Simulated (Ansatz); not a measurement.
```
CELL_PARAMETERS angstrom
     11.00000     0.00000     0.00000
      0.00000    11.00000     0.00000
      0.00000     0.00000     2.95623
ATOMIC_POSITIONS crystal
  La 0.50000 0.50000 0.00000
```

Level of theory: PBE (plane waves to 420 eV, PAW; Ansatz, an electronic-structure program). Mesh 1×1×90. No spin polarisation. It repeats along c; a and b span vacuum. A hypothetical model. It keeps the symmetry and period of its start, so it need not be a minimum against all distortions. Pairing along the axis, which can open a gap, is among the distortions not tried. Buckling under compression is shut out by symmetry and the short period.

Question: Give the properties of this body.

Answer: 
| Property | Value |
|---|---|
| PBE gap | none (under 0.01 eV) |
| crossings of the Fermi level between Γ and the zone edge (49 points) | 4, each for both spins (ideal conductance 4 × 2e²/h) |
| work function (PBE) | 3.06 eV |
| axial stiffness dF/dε | 18 nN |
